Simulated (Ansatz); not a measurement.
## MgI2: stress against strain

MgI2 (1T layered, P-3m1, 33.544 Å³/atom at rest, c along z) under a strain ε along c (axis z), the other axes held. PBE-D3(BJ) in Ansatz, a plane-wave DFT program (PAW, default set), 420 eV, 9×9×5 Γ-centred mesh, Fermi-Dirac smearing 0.05 eV; ions are relaxed within the symmetry of each cell. Stress is positive for a compressed cell.

Here s stands for strain and y for stress zz.

| strain (%) | stress zz (GPa) |
|---|---|
| -1.50 | 0.36 |
| -1.00 | 0.24 |
| -0.50 | 0.11 |
| 0.00 | 0.00 |
| 0.50 | -0.11 |
| 1.00 | -0.21 |
| 1.50 | -0.30 |
| 3.00 | ? |

Using a straight line, estimate the missing y at s = 3.00 from the other rows, showing the fit.

Means: s 0, y 0.013. About the means, the sum of products is -1.5500 and the sum of squares of s is 7.0000; the slope is their ratio. Least squares gives y = 0.013 - 0.2214·s. Residuals (row less fit): 0.015, 0.006, -0.014, -0.013, -0.012, -0.002, 0.019; standard error 0.015 (degrees of freedom: 5). The slope gives the elastic constant C33 = 22 ± 0.6 GPa. At the withheld row, y = 0.013 - 0.2214 × 3.0 = -0.651 GPa. The calculation gives -0.52 GPa, 0.131 GPa above the prediction (14.9 % of the range of y in the table). The row lies outside the fitted rows, so this is an extrapolation. From the scatter of the fitted rows alone, a prediction at this place has a standard error of 0.023 GPa, so the miss is 5.7 times that.

One order more, fitted to all 13 runs of the series, follows each within 0.01, so the miss is the next term of a smooth law. Rows are the converged runs of the series near zero and its far end; series whose fitted rows scatter by over a few per cent of the range, as at a crossing or softening among them, aren't shown in this form. Most that stay on the fit to the last digits aren't either.
